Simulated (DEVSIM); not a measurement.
Device: abrupt Si p-n junction, at 250 K.

Layer 1 from the left is Si, thickness (μm) 56.0, Na (cm⁻³) 7.5e17, τn (s) 0.00051, τp (s) 0.00051. Layer 2 from the left is Si, thickness (μm) 0.640, Nd (cm⁻³) 1.6e16, τn (s) 0.00051, τp (s) 0.00051.

Left contact: ohmic. Right contact: ohmic. Voltage is applied to the left contact. Recombination: SRH at mid-gap, radiative. Mobility is μmin + (μ − μmin)/(1 + (N/Nref)^α).

The device is made up for the run: typed textbook-type constants, with dimensions and the other settings drawn at random. Values at 300 K; Nc and Nv go as T^1.5, mobilities as T to minus their exponent, the gap by Varshni's rule with the affinity fixed.

Si: gap (eV) 1.124, affinity (eV) 4.05, permittivity 11.7, Nc (cm⁻³) 2.86e19, Nv (cm⁻³) 3.1e19, μn (cm²/Vs) 1417, μp (cm²/Vs) 470, μn,min 52, μp,min 45, Nref,n 9.7e16, Nref,p 2.2e17, αn 0.68, αp 0.72, T exponent of μn 2.3, T exponent of μp 2.2, B (cm³/s) 4.7e-15, Varshni α (eV/K) 0.000473, Varshni β (K) 636.

**Question.** Estimate by hand the built-in potential, the peak field at zero bias, the capacitance at -0.6 V, and compare with a numerical solution.

**Answer.** 
- Built-in potential: ni = √(Nc Nv) exp(−Eg/2kT) = 8.01e7 cm⁻³ with Eg = 1.136 eV; Vbi = kT/q ln(Na Nd/ni²) = 0.906 V; numerical 0.906 V.
- Peak field at zero bias: depletion approximation: W = √(2εVbi/(qN)) = 0.274 μm with N = 1.57e16 cm⁻³; field = 2Vbi/W = 66300 V/cm; numerical 70600 V/cm (estimate below by 6.2 %).
- Capacitance at -0.6 V: C = √(qεN / 2(Vbi + |V|)) = 29.4 nF/cm²; numerical 29.8 nF/cm² (estimate below by 1.5 %).

DEVSIM, 1D drift-diffusion, Boltzmann statistics, complete ionisation; no tunnelling, impact ionisation, image-force lowering or self-heating.
